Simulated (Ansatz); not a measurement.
The parent structure is BAs in the zinc blende structure (space group F-43m, No. 216; a = 4.809 Å).

Calculations: PBE (Ansatz, a program for electronic structure, PAW, no spin-orbit coupling).

Before the change:

The gap character comes out as indirect, Γ → Γ–X (82 % along) and the hole mass is 0.21, 0.24, 0.24 mₑ (at Γ). The volume per atom comes out as 13.90 Å³. The width of the top valence band comes out as 5.07 eV.

The change: N takes the place of As on all its sites; the structure is relaxed again.

Tabulated Pauling electronegativity and covalent radius: As 2.18, 1.19 Å; N 3.04, 0.71 Å.

Task: What does the calculation give for the gap character after the change?

Result: The gap character goes from indirect, Γ → Γ–X (82 % along) to indirect, Γ → X.

Task: Estimate the effect on the hole mass.

Result: The hole mass (degenerate bands, along [100]) changes from 0.21, 0.24, 0.24 mₑ (at Γ) to 0.50, 0.53, 0.53 mₑ (at Γ).

Task: How does this affect the volume per atom?

Result: The volume per atom decreases by 7.95 Å³, from 13.90 Å³ to 5.95 Å³.

Task: How does this affect the width of the top valence band?

Result: The width of the top valence band rises by 1.38 eV to 6.45 eV.

Effective masses come from finite differences of ±0.01 Å⁻¹. Whether these cells are dynamically stable was not tested.
